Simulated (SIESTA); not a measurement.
Band structure of Hf (P6_3/mmc, 2 atoms in the cell).

```xyz
2
Lattice="3.2202 0.0000 0.0000 -1.6101 2.7887 0.0000 0.0000 0.0000 5.0889" Properties=species:S:1:pos:R:3 pbc="T T T"
Hf     0.0000     1.8592     1.2722
Hf     1.6101     0.9296     3.8167
```

Method: GGA PBE, numerical atomic orbitals TZP, PseudoDojo PBE standard norm-conserving potentials (rewritten from UPF to PSML) run with SIESTA.

Settings: XC.functional = GGA; XC.authors = PBE; potentials = PseudoDojo PBE standard; PAO.BasisSize = TZP; PAO.EnergyShift = 0.01 Ry; MeshCutoff = 300 Ry; kgrid.MonkhorstPack = 16 16 9; OccupationFunction = MP; OccupationMPOrder = 0; ElectronicTemperature = 0.136 eV; MaxSCFIterations = 150; SCF.Mixer.Method = Pulay; SCF.Mixer.Weight = 0.2; SCF.Mixer.History = 6.

The starting cell comes from a database of computed structures (which also holds hypothetical and non-ambient phases and stackings), without a prior relaxation at this level. Its lattice was rescaled by a random factor within 2.5 % of one. Spin-orbit coupling is off. Values carry the incompleteness of an atom-centred basis.

Levels in eV from the Fermi level, bands 9 to 14:
| point | 9 | 10 | 11 | 12 | 13 | 14 |
|---|---|---|---|---|---|---|
| Γ | -7.30 | -3.65 | 0.61 | 1.14 | 1.14 | 1.42 |
| M | -3.32 | -2.69 | -2.18 | -0.84 | 0.74 | 0.84 |
| K | -2.07 | -1.81 | -1.81 | -1.42 | 0.36 | 0.36 |
| A | -5.35 | -5.35 | 0.14 | 0.14 | 1.02 | 1.02 |
| L | -3.34 | -3.34 | -0.98 | -0.98 | 1.15 | 1.15 |
| H | -1.73 | -1.73 | -1.43 | -1.43 | -0.24 | -0.24 |

Bands cross the Fermi level along this path, so the cell is metallic at this level.

Higher empty bands are left out: an atom-centred basis made for the valence describes them poorly.
